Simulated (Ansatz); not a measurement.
The parent structure is WSi2 (space group I4/mmm, No. 139; a = 3.229 Å, c = 7.867 Å).

Level of theory: DFT with PBE, PAW potentials and a 420 eV plane-wave cutoff in Ansatz (an electronic-structure program), without spin-orbit coupling.

Before the change:

The c/a ratio is 2.436 and the volume per atom comes out as 13.67 Å³.

One thing is altered: a hydrostatic pressure of 45 GPa.

Question: How does this affect the c/a ratio and volume per atom?

Answer: The c/a ratio grows by 0.0293 to 2.466; the volume per atom drops by 1.90 Å³ to 11.77 Å³.

Load acts through the strain it causes; cell and atoms are relaxed under it. Stability against distortions was not tested. Competing high-pressure phases were not computed. All final runs are without spin polarisation.
